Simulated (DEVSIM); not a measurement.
System: illuminated Si n-on-p cell, one wavelength, with a back-surface field, at 300 K.

| layer (left to right) | material | thickness (μm) | Nd (cm⁻³) | Na (cm⁻³) | τn (s) | τp (s) | absorption coefficient (cm⁻¹) |
|---|---|---|---|---|---|---|---|
| 1 | Si | 1.00 | 1.1e19 | - | 4.9e-6 | 5.6e-6 | 15000 |
| 2 | Si | 86.0 | - | 2.2e15 | 1.2e-5 | 1.2e-5 | 15000 |
| 3 | Si | 0.900 | - | 1.7e18 | 1.2e-5 | 1.2e-5 | 15000 |

Left contact: ohmic, minority hole recombination velocity 20000 cm/s. Right contact: ohmic, minority electron recombination velocity 1e6 cm/s. Voltage is applied to the left contact. Recombination: SRH at mid-gap, radiative, Auger. Light enters at the left, 2e17 photons cm⁻² s⁻¹, one pass, no reflection. Mobility is constant in doping.

The device is made up for the run: typed textbook-type constants, with dimensions and the other settings drawn at random. Values at 300 K.

```
parameter           Si
-------------  -------
gap (eV)         1.124
affinity (eV)     4.05
permittivity      11.7
Nc (cm⁻³)      2.86e19
Nv (cm⁻³)       3.1e19
μn (cm²/Vs)       1417
μp (cm²/Vs)        470
B (cm³/s)      4.7e-15
Cn (cm⁶/s)     2.8e-31
Cp (cm⁶/s)     9.9e-32
```

Model (solved in DEVSIM): 1D drift-diffusion, Boltzmann statistics, complete ionisation; no tunnelling, impact ionisation, image-force lowering or self-heating.

The thickness of layer 3 was swept, all else fixed.

```csv
thickness of layer 3 (μm),largest power (mW/cm²),dark forward voltage at 1 A/cm² (V),open-circuit voltage (V),dark forward voltage at 100 A/cm² (V)
0.18,13.6,0.668,0.562,0.839
0.32,13.6,0.672,0.565,0.840
0.54,13.7,0.677,0.568,0.843
0.9,13.8,0.683,0.571,0.846
1.5,13.9,0.689,0.574,0.849
2.7,14.0,0.698,0.577,0.855
4.5,14.0,0.705,0.579,0.862
```

From the first row to the last the largest power goes from 13.6 to 14.0. From the first row to the last the dark forward voltage at 1 A/cm² goes from 0.668 to 0.705.
